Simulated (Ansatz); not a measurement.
## (Ru,Rh): Rh₇Ru

A 16-atom cell of (Ru,Rh) started in the hexagonal close-packed structure, site fractions Ru 0.125, Rh 0.875, short-range order -0.05 among the nearest mixed sites of the first mixed sublattice (0 is random, a negative value favours unlike neighbours), space group Cm at the end.

Level of theory: r2SCAN (plane waves to 500 eV, PAW; Ansatz, a first-principles code). Spin–orbit coupling is left out; the runs are not spin-polarised. Its k-point mesh 6×6×6, Fermi–Dirac width 0.05 eV.

- volume per atom = 13.72 Å³
- Rh–Rh bonds (within 1.22 times the sum of covalent radii) = 2.692 Å on average, from 2.638 to 2.741 (73)
- Rh–Ru bonds (within 1.22 times the sum of covalent radii) = 2.674 Å on average, from 2.642 to 2.722 (22)
- Ru–Ru bonds (within 1.22 times the sum of covalent radii) = 2.681 Å on average, from 2.681 to 2.681 (1)

```
CELL_PARAMETERS angstrom
      0.00014    -4.67885    -4.33956
     -0.00014     4.67885    -4.33956
      5.40692    -0.00016     4.33956
ATOMIC_POSITIONS crystal
  Rh 0.58594 0.42088 0.24988
  Rh 0.20667 0.54123 0.99987
  Rh 0.70865 0.04320 0.99987
  Rh 0.33592 0.16784 0.75062
  Rh 0.46015 0.79223 0.49923
  Rh 0.95700 0.28908 0.49923
  Rh 0.07900 0.91394 0.24988
  Rh 0.83278 0.66470 0.75062
  Rh 0.54314 0.20939 0.50253
  Rh 0.16598 0.33301 0.24899
  Ru 0.66575 0.83195 0.24770
  Rh 0.29369 0.95827 0.00196
  Rh 0.42019 0.58577 0.75596
  Rh 0.91466 0.08186 0.74652
  Rh 0.03918 0.70654 0.49572
  Ru 0.79132 0.46012 0.00144
```
